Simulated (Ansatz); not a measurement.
System: GaO (model structure, started from the beta GaS type, P6₃/mmc, No. 194, 8 atoms in the cell). Method: PBEsol in Ansatz (plane waves, PAW).

Numerical settings: plane-wave cutoff 520 eV, 12×12×4 k mesh (along the axes of the cell as run), Fermi–Dirac smearing 0.01 eV, scalar-relativistic PAW data made under PBE.

Cell (relaxed at this level):

```
CELL_PARAMETERS angstrom
      3.07032     0.00000     0.00000
     -1.53516     2.65897     0.00000
      0.00000     0.00000    12.85173
ATOMIC_POSITIONS crystal
  Ga 0.33333 0.66667 0.15370
  Ga 0.66667 0.33333 0.65370
  Ga 0.66667 0.33333 0.84630
  Ga 0.33333 0.66667 0.34630
  O  0.33333 0.66667 0.59776
  O  0.66667 0.33333 0.09776
  O  0.66667 0.33333 0.40224
  O  0.33333 0.66667 0.90224
```

Q: Predict the band gap and smallest direct gap on the k points sampled.

A: 
- band gap: 1.09 eV
- smallest direct gap on the k points sampled: 1.11 eV

Note: the relaxation could raise the start's symmetry but not lower it, so the cell can be a saddle point.

Spin–orbit coupling is not included.

Computed values are for the static lattice.

Computing time: around 40 core-seconds (rough).

A model structure was made by putting elements into a prototype or built by hand; it is no filed structure, need not be a known phase, and can be a saddle point held by its symmetry.

Ansatz is a quantum-chemistry and plane-wave program.
